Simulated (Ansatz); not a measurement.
Consider Ag in the fcc (Cu type) structure (space group Fm-3m, No. 225; a = 4.1043 Å; relaxed with 0.1 eV smearing). Axes: x, y, z lie along the cube axes.

All numbers come from r2SCAN/PAW in Ansatz (an electronic-structure program), without spin-orbit coupling.

Modification: uniaxial strain ε_zz = +2.00 %, all other strain components held at zero, atoms relaxed at fixed cell.

Q: Predict the stress tensor and what it implies for the stiffness.

A: Stress of the strained cell less that of the base (GPa, compression positive):
```
   -1.7     0.0     0.0
    0.0    -1.7     0.0
    0.0     0.0    -2.3
```

Then −Δσ_ii/ε with ε = 0.0200 gives secant stiffness values (nonlinear terms included at this strain): C33 ≈ 116 GPa, C13 ≈ 85 GPa and C23 ≈ 85 GPa.

No phonon test of stability was made.
